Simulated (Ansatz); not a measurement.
Base system: BeS in the zinc blende structure (space group F-43m, No. 216; a = 4.8761 Å).

Level of theory: DFT with PBE, PAW potentials and a 420 eV plane-wave cutoff in Ansatz (a quantum-chemistry and plane-wave program), scalar-relativistic without spin-orbit coupling.

For the base:

The hole mass comes out as 0.34, 0.57, 0.57 mₑ (at Γ), the band gap comes out as 3.15 eV and the smallest direct gap comes out as 5.61 eV. The width of the top valence band is 3.27 eV.

Now apply this change: an isotropic linear strain of +2.50 %, atoms relaxed at fixed cell.

Task: How does this affect the energy relative to the base, hole mass, band gap, smallest direct gap and width of the top valence band?

Result: The energy grows by 22 meV/atom; the hole mass (degenerate bands, along [100]) becomes 0.33, 0.63, 0.63 mₑ (at Γ) (base: 0.34, 0.57, 0.57 mₑ (at Γ)); the band gap grows by 0.147 eV to 3.29 eV; the smallest direct gap decreases by 0.46 eV (5.61 eV → 5.15 eV); the width of the top valence band falls by 0.33 eV (3.27 eV → 2.94 eV).

Effective masses come from finite differences of ±0.01 Å⁻¹. Whether these cells are dynamically stable was not tested.
